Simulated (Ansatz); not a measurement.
Ta (Im-3m), PBE, DFPT electron-phonon coupling, linearised Boltzmann equation run with Ansatz (a quantum-chemistry and plane-wave program). Condition of this run: functional PBE. Phonon-limited resistivity 13.6 μΩ·cm at 300 K, 18.4 μΩ·cm at 400 K, current-weighted mean free path 3.5 nm, Drude plasma energy 8.70 eV.

What Drude relaxation time do resistivity and plasma energy imply?

ω_p = 1.32e16 s⁻¹, so τ = 1/(ε₀ ω_p² ρ) = 4.75 fs, a damping ħ/τ of 138 meV.

Estimate the resistivity of a 80 nm square wire with diffuse walls from ρ ≈ ρ₀(1 + 3ℓ/4d).

1 + 0.75 × 3.5/80 = 1.03, so ρ ≈ 14.0 μΩ·cm and a line 1 μm long has 21.9 Ω. The formula is the free-electron limit for d well above ℓ; grain boundaries add to it.

Estimate the electronic thermal conductivity at 300 K by the Wiedemann-Franz law (L₀ = 2.44×10⁻⁸ W·Ω/K²).

L₀T/ρ = 2.44×10⁻⁸ × 300/(13.6×10⁻⁸) = 53.8 W/(m·K). Inelastic scattering puts the true Lorenz number somewhat under L₀ near and below the Debye temperature.

A metal at this level (no band gap). Only scattering by harmonic phonons is included (no impurities, grain boundaries, electron-electron scattering or thermal expansion). Spin-orbit coupling is left out, which matters with elements this heavy. The run warned that the eigensolver left some states short of its tolerance. Halving the electron mesh (36x36x36) moves the resistivity by up to 1 % at 300 K, the mean free path by up to 1 %. Smearing 0.20 eV; phonons on a 6x6x6 q mesh, which this run doesn't test.
